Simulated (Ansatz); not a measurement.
The reference is BN in the zinc blende structure (space group F-43m, No. 216; a = 3.6247 Å).

Computed with PBE (Ansatz, a quantum-chemistry and plane-wave program, PAW, scalar-relativistic without spin-orbit coupling).

Before the change:

| Quantity | Value |
|---|---|
| Electron mass | 0.91 mₑ along k, 0.30 mₑ across (at X) |
| Band gap | 4.46 eV |
| Pressure | -0.01 GPa |

Modification: an isotropic linear strain of +2.54 %; the atoms relax in the strained cell.

Problem. How does this affect the electron mass?

Solution. The electron mass goes from 0.91 mₑ along k, 0.30 mₑ across (at X) to 0.95 mₑ along k, 0.31 mₑ across (at X).

Problem. Predict the new band gap.

Solution. The band gap decreases by 0.088 eV (4.46 eV → 4.38 eV).

Problem. Predict the new pressure.

Solution. The pressure shrinks by 24.295 GPa, from -0.01 GPa to -24.30 GPa.

Problem. Estimate the effect on the energy relative to the base.

Solution. The energy goes up by 37 meV/atom.

Masses are band curvatures over ±0.01 Å⁻¹ around the edge. Along k means along the line from Γ to the band edge. Whether these cells are dynamically stable was not tested.
